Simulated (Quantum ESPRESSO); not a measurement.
A user runs Quantum ESPRESSO on HfSiO4 (I4_1/amd, 12 atoms in the cell) and asks whether the run is sound. The aim is a self-consistent single point with DFT, LDA (PZ), plane waves, GBRV 1.5 ultrasoft (LDA) pseudopotentials.

Cell that was meant: a = 5.4429 Å, b = 5.4429 Å, c = 5.4429 Å, α = 107.03°, β = 107.03°, γ = 114.47°.

Part of the input:

```fortran
  nat = 12
  ntyp = 3
  ecutwfc = 40
  occupations = 'smearing'
  smearing = 'gaussian'
  degauss = 0.0036749
/
```

Log, with long lists cut:

```
     Message from routine setup:
     using ibrav=0 with symmetry is DISCOURAGED, use correct ibrav instead
     G-vector sticks info
   [... lines left out ...]
        k(    3) = (   0.2802949   0.0000000   0.3079702), wk =   0.5925926
        k(    4) = (   0.5605898   0.2802949   0.3079702), wk =   0.5925926
        k(    5) = (  -0.0000000  -0.0000000   0.6159404), wk =   0.1481481
        k(    6) = (  -0.0000000   0.5605898  -0.0000000), wk =   0.2962963

     Dense  grid:    28523 G-vectors     FFT dimensions: (  48,  48,  48)

     Initial potential from superposition of free atoms

     starting charge      75.9988, renormalised to      80.0000

     negative rho (up, down):  2.267E-01 0.000E+00
     Self-consistent Calculation

     iteration #  1     ecut=    40.00 Ry     beta= 0.70

     negative rho (up, down):  2.239E-01 0.000E+00

     total energy              =    -595.69789976 Ry
     estimated scf accuracy    <       2.03260492 Ry

     iteration #  2     ecut=    40.00 Ry     beta= 0.70

     negative rho (up, down):  2.265E-01 0.000E+00

     total energy              =    -596.13530425 Ry
     estimated scf accuracy    <       1.55365228 Ry

     iteration #  3     ecut=    40.00 Ry     beta= 0.70

     negative rho (up, down):  2.298E-01 0.000E+00

     total energy              =    -596.46575360 Ry
     estimated scf accuracy    <       0.02012191 Ry

   [... 4 blocks of this kind left out ...]

     iteration #  8     ecut=    40.00 Ry     beta= 0.70

     negative rho (up, down):  2.313E-01 0.000E+00

     total energy              =    -596.47363227 Ry
     estimated scf accuracy    <       0.00000005 Ry

     iteration #  9     ecut=    40.00 Ry     beta= 0.70

     negative rho (up, down):  2.313E-01 0.000E+00
     End of self-consistent calculation

     the Fermi energy is     8.8417 ev

!    total energy              =    -596.47363228 Ry
     estimated scf accuracy    <          7.9E-11 Ry
     smearing contrib. (-TS)   =      -0.00000000 Ry
     internal energy E=F+TS    =    -596.47363228 Ry

     convergence has been achieved in   9 iterations

     negative rho (up, down):  2.313E-01 0.000E+00

     Forces acting on atoms (cartesian axes, Ry/au):

     atom    1 type  1   force =    -0.00000000   -0.00000000   -0.00000000
     atom    2 type  1   force =    -0.00000000    0.00000000    0.00000000
     atom    3 type  2   force =    -0.00000000   -0.00000000    0.00000000
     atom    4 type  2   force =     0.00000000    0.00000000   -0.00000000
   [... lines left out ...]
     Total force =     0.051338     Total SCF correction =     0.000034
   [... lines left out ...]

     negative rho (up, down):  2.313E-01 0.000E+00
          total   stress  (Ry/bohr**3)                   (kbar)     P=       50.73
   0.00033959  -0.00000000  -0.00000000           49.96       -0.00       -0.00
  -0.00000000   0.00033959  -0.00000000           -0.00       49.96       -0.00
   0.00000000  -0.00000000   0.00035542            0.00       -0.00       52.28

   JOB DONE.
```

Q: Can these results be used? Check the input.

A: The results can be used. The input holds a density cutoff or grid that is too coarse, which can do harm: the charge density holds wave vectors up to twice those of the orbitals (four times the energy cutoff), and augmentation charges need more still. Here it did none. The run converged in 9 iterations, and against the sound input the free energy stays essentially unchanged (within 1 meV/atom), the pressure stays at 5.07 GPa, the largest force stays at 0.467 eV/Å and the gap on the mesh stays at 5.598 eV.

The sound input it was made from differs as follows (other fixes are possible):
```diff
+  ecutrho = 320
```

With that input, the run converged in 9 iterations: free energy E − TS -8115.4390 eV; top of the valence band (on the code's own zero) 8.49 eV; gap on the k-point mesh 5.60 eV; pressure 5.07 GPa; largest force (vector length) 0.467 eV/Å (DFT, LDA (PZ), plane waves, GBRV 1.5 ultrasoft (LDA) pseudopotentials).

On the sound input: the starting cell comes from a database of computed structures (which also holds hypothetical and non-ambient phases and stackings), without a prior relaxation at this level. Its lattice was rescaled by a random factor within 2.5 % of one. Spin-orbit coupling is off. With a pressure of about 5 GPa the cell is away from its equilibrium volume at this level.
